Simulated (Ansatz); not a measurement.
The starting structures come from a database of crystals and need not be the phases stable at ambient conditions.

Consider the following.

```xyz
28
Lattice="5.6189 0.0000 0.0000 0.0000 7.7522 0.0000 0.0000 -3.8761 6.7136" Properties=species:S:1:pos:R:3 pbc="T T T"
Si     4.5153     4.0984     0.5494
Si     4.5153     2.3028     2.8896
Si     4.5153     5.2272     3.2746
Si     1.7059    -1.5734     3.8240
Si     1.7059     1.3511     3.4391
Si     1.7059     0.2223     6.1642
Si     0.0647    -2.2458     6.1347
Si     0.0647     2.5596     5.5912
Si     0.0647    -0.3138     1.7014
Si     2.8742     6.4357     1.1225
Si     2.8742     3.5623     5.0123
Si     2.8742     1.6303     0.5789
N      2.9832     1.6882     2.3125
N      2.9832     5.0347     4.0953
N      2.9832     4.9054     0.3058
N      0.1738     1.1586     2.6183
N      0.1738     1.0293     6.4078
N      0.1738    -2.1879     4.4011
N      0.0618     0.0000     0.0000
N      2.8712     0.0000     0.0000
N      1.4898    -1.4222     6.6893
N      1.4898     2.6281     4.6007
N      1.4898    -1.2059     2.1373
N      4.2993     6.5042     2.1130
N      4.2993     2.6702     4.5764
N      4.2993     2.4539     0.0243
N      2.0186     0.0000     4.4758
N      4.8280     3.8761     2.2379
```

The cell is taken as given.

Transport runs along the normal of the first two printed cell vectors, the (100) plane of the conventional cell.

The gap is the functional's own, uncorrected, and κ follows it; spin-orbit coupling is left out. Mid-gap means the computed energy nearest the middle.

Task: Predict the band gap and the smallest decay constant κ at mid-gap from Ansatz (an electronic-structure program) with r2SCAN.

Result: Gap 5.34 eV on a 6×6×6 mesh; κ = 0.398 1/Å, at the zone centre.
